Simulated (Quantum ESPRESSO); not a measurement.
Checking a run of Quantum ESPRESSO on Mg16Al12Cd (P1, 29 atoms in the cell). The aim is a self-consistent single point with DFT, PBEsol, plane waves, GBRV 1.5 ultrasoft (PBESOL) pseudopotentials.

Cell that was meant: a = 9.1069 Å, b = 9.1069 Å, c = 9.1069 Å, α = 109.22°, β = 109.22°, γ = 109.22°.

Part of the input:

```fortran
    ibrav = 0,
    nat = 29,
    ntyp = 3,
    ecutwfc = 6,
    ecutrho = 30,
    occupations = 'smearing',
    smearing = 'gauss',
    degauss = 0.019992,
```

Output (repeated stretches shortened):

```
     G-vector sticks info
     --------------------
     sticks:   dense  smooth     PW     G-vecs:    dense   smooth      PW
   [... lines left out ...]
        k(    6) = (   0.3066574  -0.1770487  -0.4939702), wk =   0.2500000
        k(    7) = (   0.3066574  -0.1770487   0.9879404), wk =   0.2500000
        k(    8) = (   0.0000000  -0.3540974  -0.9879403), wk =   0.2500000

     Dense  grid:    10955 G-vectors     FFT dimensions: (  32,  32,  32)

     Smooth grid:     7875 G-vectors     FFT dimensions: (  27,  27,  27)

     Initial potential from superposition of free atoms

     starting charge     202.6681, renormalised to     208.0000

     negative rho (up, down):  1.580E+01 0.000E+00
     Self-consistent Calculation

     iteration #  1     ecut=     6.00 Ry     beta= 0.40

     negative rho (up, down):  2.350E+00 0.000E+00

     total energy              =   -1619.38604713 Ry
     estimated scf accuracy    <     475.29141400 Ry

     iteration #  2     ecut=     6.00 Ry     beta= 0.40

     negative rho (up, down):  3.904E-01 0.000E+00

     total energy              =   -1565.97855511 Ry
     estimated scf accuracy    <     168.45210685 Ry

     iteration #  3     ecut=     6.00 Ry     beta= 0.40

     negative rho (up, down):  9.173E-02 0.000E+00

     total energy              =   -1554.15032707 Ry
     estimated scf accuracy    <     174.14633076 Ry

   [... 19 blocks of this kind left out ...]

     iteration # 23     ecut=     6.00 Ry     beta= 0.40

     negative rho (up, down):  2.158E-04 0.000E+00

     total energy              =   -1570.08252537 Ry
     estimated scf accuracy    <          1.1E-10 Ry

     iteration # 24     ecut=     6.00 Ry     beta= 0.40

     negative rho (up, down):  2.156E-04 0.000E+00
     End of self-consistent calculation

     the Fermi energy is     9.8234 ev

!    total energy              =   -1570.08252537 Ry
     estimated scf accuracy    <          2.4E-11 Ry
     smearing contrib. (-TS)   =      -0.03951454 Ry
     internal energy E=F+TS    =   -1570.04301083 Ry

     convergence has been achieved in  24 iterations

     negative rho (up, down):  2.156E-04 0.000E+00

     Forces acting on atoms (cartesian axes, Ry/au):

     atom    1 type  1   force =    -0.01169508    0.00658948    0.01303894
     atom    2 type  1   force =    -0.00297148   -0.00657513    0.01356868
     atom    3 type  1   force =    -0.00859243   -0.00183341    0.01110773
     atom    4 type  1   force =     0.00286298   -0.00129724   -0.01473315
   [... lines left out ...]
     Total force =     0.145383     Total SCF correction =     0.000032
   [... lines left out ...]

     negative rho (up, down):  2.156E-04 0.000E+00
          total   stress  (Ry/bohr**3)                   (kbar)     P=   -19165.51
  -0.13027919   0.00000610   0.00003473       -19164.73        0.90        5.11
   0.00000610  -0.13029005  -0.00000520            0.90   -19166.33       -0.77
   0.00003473  -0.00000520  -0.13028423            5.11       -0.77   -19165.47

   JOB DONE.
```

Question: Is this run sound? If not, what is wrong?

Answer: The run is not sound. The fault is a basis or grid far too coarse for these potentials. Far below the cutoff that the potentials were made for, the basis cannot represent the orbitals near the nuclei, and energies, forces and above all the stress go wrong. To fix it, restore the cutoff that the potentials need and check convergence. The run converged in 24 iterations without an error; against the sound input the free energy rises by 294 eV/atom, the pressure goes from -0.88 to -1917 GPa and the largest force goes from 0.606 to 1.825 eV/Å.

The sound input it was made from differs as follows (other fixes are possible):
```diff
-    ecutwfc = 6,
-    ecutrho = 30,
+    ecutwfc = 40,
+    ecutrho = 200,
```

With that input, the run converged in 16 iterations: free energy E − TS -29882.5074 eV; Fermi level (on the code's own zero) 6.36 eV; pressure -0.88 GPa; largest force (vector length) 0.606 eV/Å (DFT, PBEsol, plane waves, GBRV 1.5 ultrasoft (PBESOL) pseudopotentials).

On the sound input: the starting cell comes from a database of computed structures (which also holds hypothetical and non-ambient phases and stackings), without a prior relaxation at this level. Its atoms were displaced at random from the sites of space group no. 160. Without a gap this mesh is coarse (it stands for a supercell whose shortest vector is 18 Å).
